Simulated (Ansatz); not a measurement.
Levels about the gap of amorphous Si12Sn12O36 (60 atoms in a cell of 1045 Å³, 3.72 g/cm³; zone centre alone, so wide bands show as single levels with stretches between that a denser mesh fills), at the geometry that PBE relaxed, where it gives 0.0 GPa on a denser mesh. Exact exchange is cut at the faces of this small cell, which leaves a finite-size error. The participation number counts the atoms over which a state spreads; weights are charges in smoothed Voronoi cells. The levels come from a single point, so bond lengths are those of that geometry. Method of the levels: HSE06, scalar-relativistic without spin-orbit coupling (Ansatz, an electronic-structure program). Sampling: the zone centre alone; Fermi-Dirac width 0.02 eV; no spin polarisation.

A CHGNet melt-quench gave the starting glass, which DFT then relaxed. O atoms were pushed apart under 1.9 Å during the dynamics, to hinder bonds among them. The hot cell started wider than the set density and was brought back towards it in steps. It is the lowest in DFT energy of 2 quenches. It is a model cell: composition and starting density were chosen by hand, and all elements were melted together. No dispersion term was used. Its density started from a set value of 3.90 and ended at 3.72 g/cm³. The simulated quench (nominally 290 K/ps over its main leg) is rapid and tends to freeze in more defects than a deposited or slowly cooled glass has. A cell of this size samples the disorder only roughly. Volume and shape were free in the relaxation.

| E - E(highest filled), eV | filling | participation number | largest on | weight Sn | weight O | weight Si |
|---|---|---|---|---|---|---|
| -0.78 | filled | 14.2 | Sn, 3 neighbours | 0.49 | 0.49 | 0.02 |
| -0.56 | filled | 21.0 | Sn, 3 neighbours | 0.52 | 0.46 | 0.02 |
| -0.45 | filled | 18.4 | Sn, 3 neighbours | 0.51 | 0.47 | 0.02 |
| -0.33 | filled | 16.6 | Sn, 3 neighbours | 0.50 | 0.47 | 0.02 |
| -0.17 | filled | 13.6 | Sn, 3 neighbours | 0.53 | 0.45 | 0.02 |
| -0.03 | filled | 17.9 | Sn, 3 neighbours | 0.52 | 0.46 | 0.02 |
| 0.00 | filled | 15.9 | Sn, 3 neighbours | 0.52 | 0.46 | 0.02 |
| 3.57 | empty | 13.7 | Sn, 3 neighbours | 0.63 | 0.34 | 0.03 |
| 3.92 | empty | 16.7 | Sn, 3 neighbours | 0.59 | 0.38 | 0.03 |
| 4.08 | empty | 9.1 | Sn, 3 neighbours | 0.60 | 0.38 | 0.03 |
| 4.21 | empty | 21.0 | Sn, 3 neighbours | 0.56 | 0.41 | 0.03 |
| 4.39 | empty | 16.9 | Sn, 3 neighbours | 0.55 | 0.42 | 0.03 |
| 4.52 | empty | 28.4 | Sn, 3 neighbours | 0.52 | 0.44 | 0.04 |
| 4.60 | empty | 22.2 | Sn, 3 neighbours | 0.57 | 0.41 | 0.02 |

Most localised among these is the empty level at +4.08 eV, on a Sn atom, which has 3 neighbours (O 2.08 Å, O 2.24 Å, O 2.67 Å).
